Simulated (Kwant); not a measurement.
## In0.53Ga0.47As/InP stack with 2 barriers

Model system: In0.53Ga0.47As/InP stack with 2 barriers. One parabolic valley. Leads of mass 0.041 mₑ with the band edge at 0; grid 0.1 nm; bias swept from 0.01 to 0.375 V, dropping linearly over the stack. Emitter Fermi level 0.026 eV, 300 K, equal in the collector.

```tsv
layer	thickness (nm)	band offset (eV)	mass (mₑ)
1	2.3	0.25	0.08
2	5.4	0	0.041
3	2.3	0.25	0.08
```

The device is made up for the run: typed textbook-type constants, with dimensions and the other settings drawn at random.

Computed with Kwant: one-band effective-mass tight-binding model in one dimension, coherent, no space charge, current by the Tsu-Esaki formula.

```
bias (V)  J (A/cm²)
--------  ---------
0.01000       14700
0.02259       33300
0.03517       52500
0.04776       72400
0.06035       93000
0.07293      114000
0.08552      135000
0.09810      153000
0.1107       168000
0.1233       175000
0.1359       167000
0.1484       135000
0.1610        82700
0.1736        51400
0.1862        37900
0.1988        31100
0.2114        27200
0.2240        24800
0.2366        23400
0.2491        22500
0.2617        22200
0.2743        22100
0.2869        22400
0.2995        23000
0.3121        23800
0.3247        24900
0.3372        26300
0.3498        27900
0.3624        29900
0.3750        32200
```
